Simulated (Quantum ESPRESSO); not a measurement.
Energy against c/a at fixed volume: hcp Y (space group 194) (Quantum ESPRESSO, PBEsol)

```
Y
1.0
    3.63414     0.00000     0.00000
   -1.81707     3.14726     0.00000
    0.00000     0.00000     5.47690
Y
2
Direct
  0.66667   0.33333   0.75000
  0.33333   0.66667   0.25000
```

Method: PBEsol, GBRV 1.5 ultrasoft (PBESOL) pseudopotentials (plane waves; Quantum ESPRESSO). Settings: ecutwfc = 52 Ry; ecutrho = 416 Ry; occupations = smearing; smearing = fd; degauss = 0.0036749 Ry; potentials = {Y: y_pbesol_v1.4.uspp.F.UPF}; K_POINTS = automatic 22 22 12 0 0 0; conv_thr = 1e-10 Ry; mixing_beta = 0.4. The cell above is the first row's. The rows change c/a at fixed volume. In all rows fractional positions and the k mesh are held. E is the free energy at the stated smearing, counted from the lowest row.

```csv
c/a,E (meV/atom)
1.5071,3.47
1.5228,1.47
1.5385,0.33
1.5542,0.00
1.5699,0.44
1.5856,1.61
1.6013,3.46
1.6170,5.95
1.6327,?
```

**Question.** Using a cubic, estimate the missing E at c/a = 1.6327 from the other rows, showing the fit.

**Answer.** With u = c/a - 1.56, the rows have u = -0.05290, -0.03720, -0.02150, -0.00580, 0.00990, 0.02560, 0.04130, 0.05700. Least squares gives E = 0.076 + 21.98·u + 1529.3·u² - 1873·u³. Residuals (row less fit): 0.000, -0.001, 0.001, 0.000, -0.002, 0.000, 0.000, -0.001; standard error 0.001 (degrees of freedom: 4). The fitted curve has its minimum at c/a = 1.55, where E = 0.00. To one more digit the minimum is at c/a = 1.553; the ideal close-packed ratio is 1.633. At the withheld row, u = 0.07270, so E = 0.076 + 21.98 × 0.07270 + 1529.3 × 0.07270² - 1873 × 0.07270³ = 9.037 meV/atom. The calculation gives 9.04 meV/atom, which the fit meets to the printed digits. The row lies outside the fitted rows, so this is an extrapolation.

Carrying the step between the two nearest rows on in a straight line would have given 8.44, off by 0.60; series whose last step already gives the withheld value aren't shown. The reference cell has the volume at which an earlier scan in this program and functional put its minimum by a fit; axis ratios and inner coordinates come from a measured-size cell. The runs keep the symmetry of the cell, so they don't test it for distortions. The best c/a moves a little with volume. In metals such curves are sensitive to mesh and smearing. Cutoffs and mesh are single choices, not tested for convergence of this quantity. Series with a scatter that would blur these digits, or in which a gap closes, are not shown. Strain series were run only where this level's volume lies within 10 % of a first guess from the measured size.
